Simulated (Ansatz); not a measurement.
Take GaP in the zinc blende structure (space group F-43m, No. 216; a = 5.439 Å) as the base. Axes: x, y, z lie along the cube axes.

The values are results of Ansatz (a program for electronic structure) PBEsol, without spin-orbit coupling, not measurements.

For the base:

- Valence-band top at Γ = 0.00, 0.00, 0.00 eV
- Smallest direct gap = 1.80 eV

Now apply this change: uniaxial strain ε_zz = −2.50 %, all other strain components held at zero, atoms relaxed at fixed cell.

What does the calculation give for the stress after the change?

The stress (xx, yy, zz, yz, xz, xy; compression positive) amounts to (1.66, 1.66, 3.45, 0.00, 0.00, 0.00) GPa.

How does this affect the energy relative to the base?

The energy increases by 5.4 meV/atom.

What does the calculation give for the valence-band top at Γ after the change?

The valence-band top at Γ (three highest levels, from the VBM) becomes 0.00, -0.14, -0.14 eV (base: 0.00, 0.00, 0.00 eV).

Predict the new smallest direct gap.

The smallest direct gap grows by 0.11 eV to 1.91 eV.

Gaps are Kohn–Sham eigenvalue differences; semilocal functionals usually give less than the measured gap. Stability against distortions was not tested.
